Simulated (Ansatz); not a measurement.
YRu3Si2, response to strain

Take YRu3Si2 (space group P6/mmm, No. 191; a = 5.4923 Å, c = 3.6102 Å; a cell from a computed database, its experimental status unchecked) as the base. Axes: x lies along a and z along c of the hexagonal cell.

Strains are applied to the cell and any free atomic positions relax; under biaxial strain the out-of-plane vector relaxes too; under stress the whole cell relaxes.

The values are results of Kohn–Sham DFT with the PBEsol functional, run in Ansatz (a quantum-chemistry and plane-wave program) with PAW and 420 eV plane waves, no spin-orbit coupling, not measurements.

Notes on the quantities. energy relative to the base: free energy F; pressure: mean of the normal stresses, compression positive.

```csv
case,energy relative to the base,pressure,space group,shortest interatomic distance
base,0 meV/atom,0.0 GPa,P6/mmm (No. 191),2.403 Å
"biaxial strain −2.83 %, plane normal [001], relaxed out of plane",–,5.5 GPa,P6/mmm (No. 191),2.413 Å
isotropic strain −3.52 %,+124 meV/atom,27.4 GPa,P6/mmm (No. 191),2.318 Å
uniaxial strain ε_xx = −2.45 %,+9.0 meV/atom,5.1 GPa,Cmmm (No. 65),2.387 Å
"uniaxial stress, 8 GPa tension along z",+16 meV/atom,–,P6/mmm (No. 191),2.442 Å
```

Without a gap, meshes like the base's 10×10×13 leave anisotropic stresses uncertain by several tenths of a GPa, and small strain energies with them. Beyond what the load breaks, stability against distortions was not tested. All final runs are without spin polarisation. An odd electron count without spin: YRu3Si2. YRu3Si2 has a high density of states at the Fermi level and may be magnetic at this level.
